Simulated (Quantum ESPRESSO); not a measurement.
Converging the plane-wave cutoff: ZnPt3 (P4mm, 4 atoms in the cell)

```xyz
4
Lattice="3.9102 0.0000 0.0000 0.0000 3.9102 0.0000 0.0000 0.0000 3.9102" Properties=species:S:1:pos:R:3 pbc="T T T"
Zn     0.0000     0.0000     0.0500
Pt     1.9551     1.9551     0.0000
Pt     0.0000     1.9551     1.9551
Pt     1.9551     0.0000     1.9551
```

Method: PBEsol, PSlibrary ultrasoft (PBE) pseudopotentials (plane waves; Quantum ESPRESSO 7.5).

Base settings: ecutwfc = 50 Ry; ecutrho = 500 Ry; occupations = smearing; smearing = gauss; degauss = 0.0073499 Ry; input_dft = pbesol; potentials = {Zn: Zn.pbe-dn-rrkjus_psl.1.0.0.UPF, Pt: Pt.pbe-n-rrkjus_psl.1.0.0.UPF}; K_POINTS = automatic 3 3 3 0 0 0; conv_thr = 1e-09 Ry; mixing_beta = 0.3.

Moved along: ecutrho.

The second cell is the first with its lattice scaled by 0.98.

The mesh stays at the base's, so the ladder's end is converged at best in this setting alone.

Only quantities that move along the ladder and can be compared are tabulated.

The count of work is k-points × plane waves × bands × iterations; it is no time. 

The starting cell comes from a database of computed structures (which also holds hypothetical and non-ambient phases and stackings), without a prior relaxation at this level. Its lattice was rescaled by up to half a per cent. One atom was moved a little off its site on purpose. Spin polarisation is off. In the base run, with a pressure of about -6 GPa the cell is away from its equilibrium volume at this level. Without a gap this mesh is coarse (it stands for a supercell whose shortest vector is 12 Å).

| ecutwfc | free energy less the last step's (meV/atom) | energy of the compressed cell less the first (meV/atom) | pressure (GPa) | largest difference of a force vector from the last step's (eV/Å) | count of work / last |
|---|---|---|---|---|---|
| 17.5 Ry | 14944.92 | -709.40 | -547.13 | 0.651 | 0.046 |
| 20 Ry | 7233.82 | -162.59 | -309.16 | 0.333 | 0.053 |
| 22 Ry | 3922.35 | 17.73 | -188.86 | 0.111 | 0.068 |
| 25 Ry | 1554.38 | 26.02 | -90.63 | 0.065 | 0.084 |
| 28 Ry | 603.55 | 5.44 | -44.69 | 0.014 | 0.10 |
| 30 Ry | 302.63 | 15.61 | -27.38 | 0.001 | 0.097 |
| 35 Ry | 54.25 | 15.65 | -8.69 | 0.002 | 0.13 |
| 40 Ry | 27.99 | 15.42 | -4.93 | 0.001 | 0.17 |
| 45 Ry | 25.77 | 15.31 | -5.18 | 0.000 | 0.21 |
| 50 Ry | 17.36 | 15.06 | -5.54 | 0.001 | 0.23 |
| 55 Ry | 9.01 | 14.96 | -5.39 | 0.001 | 0.26 |
| 60 Ry | 4.41 | 15.03 | -5.08 | 0.000 | 0.33 |
| 68 Ry | 2.74 | 15.06 | -4.89 | 0.000 | 0.51 |
| 75 Ry | 2.23 | 15.06 | -4.94 | 0.000 | 0.38 |
| 88 Ry | 0.81 | 15.03 | -4.92 | 0.000 | 0.63 |
| 100 Ry | 0.20 | 15.04 | -4.88 | 0.000 | 1.3 |
| 120 Ry | 0.00 | 15.04 | -4.88 | 0.000 | 1.0 |

Coarsest ecutwfc that holds the energy of the compressed cell less the first within 2 meV/atom of the last step, with all finer ones: 30 Ry, at 0.097 of the last step's count of work; the step before is off by 9.6 meV/atom.

Coarsest ecutwfc that holds the free energy within 0.5 meV/atom of the last step, with all finer ones: 100 Ry; the step before is off by 0.81 meV/atom.

Coarsest ecutwfc that holds the pressure within 0.1 GPa of the last step, with all finer ones: 68 Ry; the step before is off by 0.20 GPa.

The energy difference between the two cells stays within 1 meV/atom of the last step's from 30 Ry on, the total only from 88 Ry on: much of the error is common to both cells and cancels.

At the lowest cutoff the pressure lies 542 GPa under the last step's, the usual sign of Pulay stress in an incomplete plane-wave basis.
